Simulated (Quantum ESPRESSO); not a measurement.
Quantum ESPRESSO run on NaMg₆Si (P1, 8 atoms in the cell): self-consistent single point.

Method: PBEsol, GBRV 1.5 ultrasoft (PBESOL) pseudopotentials (plane waves; Quantum ESPRESSO 7.5).

The change in words: atoms moved at random. Reference geometry:
```xyz
8
Lattice="5.0192 0.0000 0.0000 0.0000 3.1693 5.5577 0.0000 -3.1693 5.5577" Properties=species:S:1:pos:R:3 pbc="T T T"
Na     2.5096     0.0000     7.4131
Mg     2.5096     1.5943     4.6298
Mg     2.5096    -1.5943     4.6298
Mg     0.0000     1.6186     6.4967
Mg     0.0000    -1.6186     6.4967
Mg     0.0000     0.0000     3.6855
Mg     0.0000     0.0000     9.2807
Si     2.5096     0.0000     1.8294
```

Reference input (self-consistent single point, DFT, PBEsol, plane waves, GBRV 1.5 ultrasoft (PBESOL) pseudopotentials): ecutwfc = 40 Ry; ecutrho = 200 Ry; occupations = smearing; smearing = gaussian; degauss = 0.0099958 Ry; K_POINTS = automatic 4 3 3 0 0 0; conv_thr = 1e-10 Ry; mixing_beta = 0.4. This run's input differs from it in these lines:

```diff
@@ -27,10 +27,10 @@
 ATOMIC_POSITIONS angstrom
-Na    2.5096000000    0.0000000000    7.4130892372
-Mg    2.5096000000    1.5943354815    4.6297905732
-Mg    2.5096000000   -1.5943354815    4.6297905732
-Mg    0.0000000000    1.6186121280    6.4967348368
-Mg    0.0000000000   -1.6186121280    6.4967348368
-Mg    0.0000000000    0.0000000000    3.6855364937
-Mg    0.0000000000    0.0000000000    9.2807004254
-Si    2.5096000000    0.0000000000    1.8293741778
+Na    2.4260905504   -0.0382024408    7.4000842075
+Mg    2.5533373088    1.6219462053    4.6271673364
+Mg    2.4838816192   -1.5910964825    4.6456522633
+Mg    0.0147464096    1.5949313052    6.4830406517
+Mg    0.0418751856   -1.5517784568    6.4712916633
+Mg    0.0078299520   -0.0197635989    3.7044438061
+Mg   -0.0101839568   -0.0200361565    9.3682898562
+Si    2.5208179120    0.0039964558    1.7617869273
 K_POINTS automatic
```

Output, abridged:

```
     Self-consistent Calculation

     iteration #  1     ecut=    40.00 Ry     beta= 0.40

     total energy              =    -855.27793271 Ry
     estimated scf accuracy    <       0.98298979 Ry

     iteration #  2     ecut=    40.00 Ry     beta= 0.40

     total energy              =    -855.35148081 Ry
     estimated scf accuracy    <       0.22229349 Ry

     iteration #  3     ecut=    40.00 Ry     beta= 0.40

     total energy              =    -855.36689455 Ry
     estimated scf accuracy    <       0.04195013 Ry

   [... 7 blocks of this kind left out ...]

     iteration # 11     ecut=    40.00 Ry     beta= 0.40

     total energy              =    -855.37096603 Ry
     estimated scf accuracy    <          3.9E-10 Ry

     iteration # 12     ecut=    40.00 Ry     beta= 0.40
     End of self-consistent calculation

     the Fermi energy is     5.3064 ev

!    total energy              =    -855.37096603 Ry
     estimated scf accuracy    <          1.6E-11 Ry
     smearing contrib. (-TS)   =      -0.00237547 Ry
     internal energy E=F+TS    =    -855.36859056 Ry

     convergence has been achieved in  12 iterations

     Forces acting on atoms (cartesian axes, Ry/au):

     atom    1 type  1   force =     0.01243436    0.00508859    0.00495760
     atom    2 type  2   force =    -0.00542311   -0.00430168    0.00155984
     atom    3 type  2   force =     0.00557281   -0.00087495   -0.00341012
     atom    4 type  2   force =    -0.00279811    0.01150525    0.00822134
     atom    5 type  2   force =    -0.00946093   -0.01601758    0.00837944
   [... lines left out ...]

     Total force =     0.034072     Total SCF correction =     0.000014

          total   stress  (Ry/bohr**3)                   (kbar)     P=       -5.45
  -0.00012507   0.00000632  -0.00000207          -18.40        0.93       -0.30
   0.00000632  -0.00001335   0.00000047            0.93       -1.96        0.07
  -0.00000207   0.00000047   0.00002730           -0.30        0.07        4.02

   JOB DONE.
```

The run converged in 12 iterations. Against the reference run the free energy goes up by 9.1 meV/atom, the pressure goes from -0.68 to -0.54 GPa and the largest force goes from 0.203 to 0.525 eV/Å.

The starting cell comes from a database of computed structures (which also holds hypothetical and non-ambient phases and stackings), without a prior relaxation at this level. For this run, on top of that: atoms moved at random.

Cost on one core of a shared machine: roughly 70 s.
